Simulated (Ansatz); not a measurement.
Inside the gap of an insulator the Bloch states are evanescent, with a wavenumber k + iκ along the transport direction.

Here is the system:

```
HfO2
1.0
    5.15064     0.00000     0.00000
    0.00000     5.27621     0.00000
    0.00000     0.84594     5.02345
Hf O
4 8
Direct
  0.54194   0.29209   0.27614
  0.45806   0.70791   0.72386
  0.04194   0.20791   0.72386
  0.95806   0.79209   0.27614
  0.25747   0.02142   0.44800
  0.74253   0.97858   0.55200
  0.75747   0.47858   0.55200
  0.24253   0.52142   0.44800
  0.66924   0.65375   0.06836
  0.33076   0.34625   0.93164
  0.16924   0.84625   0.93164
  0.83076   0.15375   0.06836
```

Space group of this cell: P2_1/c. The cell is taken as given; by r2SCAN its mean pressure is 3.8 GPa.

Transport runs along the normal of the first two printed cell vectors.

The gap is the functional's own, uncorrected, and κ follows it; spin-orbit coupling is left out. Mid-gap values are interpolated between the computed energies.

Task: Estimate the band gap and the smallest decay constant κ at mid-gap that r2SCAN (Ansatz, an electronic-structure program) returns for this system.

Result: Gap 4.64 eV on a 6×6×6 mesh; κ = 0.364 1/Å, at the zone centre.
